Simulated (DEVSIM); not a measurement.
Device: Co/HfO2/SiO2/p-Si capacitor, at 300 K.

Layer 1 from the left is HfO2, thickness (nm) 4.80. Layer 2 from the left is SiO2, thickness (nm) 1.10. Layer 3 from the left is Si, thickness (nm) 3700, Na (cm⁻³) 2.4e16.

Metal gate on the left, work function 5 eV. Fixed charge at the semiconductor interface 0 cm⁻² (in units of +e); no interface traps.

Constants are typed, rounded textbook-type inputs, not results; the design itself was drawn at random and stands for no fabricated device. Values at 300 K.

HfO2: gap (eV) 5.7, affinity (eV) 2.5, permittivity 22. SiO2: gap (eV) 9, affinity (eV) 0.9, permittivity 3.9. Si: gap (eV) 1.124, affinity (eV) 4.05, permittivity 11.7, Nc (cm⁻³) 2.86e19, Nv (cm⁻³) 3.1e19.

Estimate by hand the flat-band voltage, the threshold voltage, and compare with a numerical solution.


- Flat-band voltage: C = 1.77 μF/cm², work-function difference 0.011 V; VFB = φms − qNf/C = 0.01 V; numerical 0.01 V.
- Threshold voltage: φF = 0.378 V, depletion charge √(4εqNφF) = 7.76e-8 C/cm²; VT = VFB + 2φF + Qd/C = 0.81 V; numerical 0.81 V.

Simulated with DEVSIM: 1D Poisson equation in equilibrium, Boltzmann statistics, complete ionisation; no quantum confinement or tunnelling. Metal contacts follow the ideal Schottky-Mott rule: no Fermi-level pinning, no interface dipoles.
